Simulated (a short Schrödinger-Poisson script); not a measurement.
System: MOS inversion layer, Al2O3 on p-type Si(100), at 300 K.

From the gate side: 3.2 nm Al2O3; 600 nm Si, acceptors 5.1e17 cm⁻³.

Constants are typed, rounded textbook-type inputs, not results; the design itself was drawn at random and stands for no fabricated device. Al2O3: permittivity 9, conduction-band edge (eV) 2.7, gap (eV) 6.8, electron mass (mₑ) 0.3. Si: permittivity 11.7, conduction-band edge (eV) 0, gap (eV) 1.124, Nv at 300 K (cm⁻³) 3.1e19.

Channel valleys (confinement mass, in-plane density-of-states mass, number): Δ2 0.916, 0.19, 2; Δ4 0.19, 0.417, 4. At the gate the conduction-band edge of layer 1 lies 2.75 eV − eVg above the Fermi level of the channel; the field vanishes at the back. Gaps are held at their typed values at every temperature. Mesh 0.03 nm at interfaces.

Solved with a short Schrödinger-Poisson script written for these runs: 1D Poisson equation in equilibrium, electrons quantum, Hartree (BenDaniel-Duke, 12 states a valley, the channel's in-plane mass for all, wave functions free to enter the dielectric), parabolic valleys, classical holes, full ionisation, no traps, pinning or gate leakage.

| Vg (V) | electrons (cm⁻²) | C (μF/cm²) | Δ2 E0 (meV from the Fermi level) | Δ4 E0 (meV from the Fermi level) |
|---|---|---|---|---|
| 0.1 | 4.11e9 | 0.221 | 192.6 | 243.2 |
| 0.15 | 2.15e10 | 0.296 | 149.4 | 200.9 |
| 0.2 | 9.61e10 | 0.563 | 110.1 | 162.7 |
| 0.25 | 2.98e11 | 0.978 | 80.1 | 133.9 |
| 0.3 | 6.32e11 | 1.29 | 59.5 | 115.0 |
| 0.35 | 1.05e12 | 1.48 | 45.0 | 102.3 |
| 0.4 | 1.53e12 | 1.60 | 34.1 | 93.1 |
| 0.45 | 2.03e12 | 1.68 | 25.2 | 86.1 |
| 0.5 | 2.56e12 | 1.74 | 17.8 | 80.4 |
| 0.55 | 3.11e12 | 1.78 | 11.3 | 75.7 |
| 0.6 | 3.67e12 | 1.82 | 5.5 | 71.6 |
| 0.65 | 4.24e12 | 1.84 | 0.2 | 68.1 |
| 0.7 | 4.82e12 | 1.87 | -4.7 | 64.9 |
| 0.75 | 5.40e12 | 1.89 | -9.2 | 61.9 |
| 0.8 | 5.99e12 | 1.91 | -13.5 | 59.3 |
| 0.85 | 6.59e12 | 1.92 | -17.6 | 56.8 |
| 0.9 | 7.19e12 | 1.94 | -21.5 | 54.5 |

Gate voltages with under 1e9 electrons/cm² are left out.

Q: At Vg = 0.9 V the lowest Δ2 subband lies at -21.5 meV from the Fermi level. How many electrons does it hold, and what share of all?

A: The two-dimensional density of states is g m/(πħ²) = 1.59e11 cm⁻² meV⁻¹ (both spins), kT = 25.9 meV, so n = D kT ln(1 + exp(−E/kT)) = 4.89e12 cm⁻², 0.68 of the 7.19e12 cm⁻² in all.

Q: Compare the slope of the sheet density between 0.8 and 0.9 V with the geometric capacitance of the layers between gate and channel.

A: q Δn/ΔV = 1.92 μF/cm²; ε0/Σ(t/ε) = 2.49 μF/cm². The ratio is 0.77: the channel acts as a further capacitance in series.
